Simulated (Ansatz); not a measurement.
Structures of equal composition on the (000-1) surface of 4H silicon carbide (C plane on top): (√3x√3)R30° In adatom at H3; (√3x√3)R30° In adatom at T4. The slabs share one bottom face, and each structure is named by its start. These are constructed structures in small cells; real faces may alloy, dewet or reconstruct in larger ones, and not all known structures of the face are among them. Slabs of about 11 Å with all that they carry, Fermi-Dirac smearing of 0.025 eV. Bottom of the slabs: H caps. Relaxed from the named starts with such symmetry as they have, on meshes of like density; energies extrapolated to zero smearing; no spin-orbit coupling, no U. Spin-polarised runs, if any, are marked in brackets, and their order is one that fits the cell; the others ran without spin. Where a second, spin-polarised start was run, the lower counts.

Host crystal: 4H silicon carbide, with a band gap (PBE, scalar-relativistic without spin-orbit coupling).

Computed with PBE (plane waves to 420 eV, PAW; Ansatz, a first-principles code).

Question: Rank these by energy per 1x1 cell (lowest first), as PBE gives it.

Answer: (√3x√3)R30° In adatom at H3 (0.000 eV, gap 0.62 eV on the mesh), (√3x√3)R30° In adatom at T4 (0.123 eV, gap 0.45 eV on the mesh)
